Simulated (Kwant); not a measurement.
Device: wire with a side stub in a InSb two-dimensional gas. Effective mass 0.014 mₑ, grid spacing 15 nm, hard walls, nominal width 300 nm (19 grid rows, so walls 300 nm apart), one parabolic valley, scattering region 900 nm long along x; energies count from the band bottom; Fermi energy swept from 0.00023875 to 0.0028351 eV. Closed stub on one side, 320 nm wide and 430 nm deep.

The device is made up for the run: typed textbook-type constants, with dimensions and the other settings drawn at random.

Model: effective-mass tight-binding model on a square grid, one spin, coherent transport at 0 K (Kwant). Conductance is in e²/h.

Question: How many channels do the leads carry at E = 0.981 meV?

Answer: The hard-wall thresholds are n² ħ²π²/(2mW²) = n² × 0.298 meV with W = 300 nm. √(0.981/0.298) = 1.81, so 1.
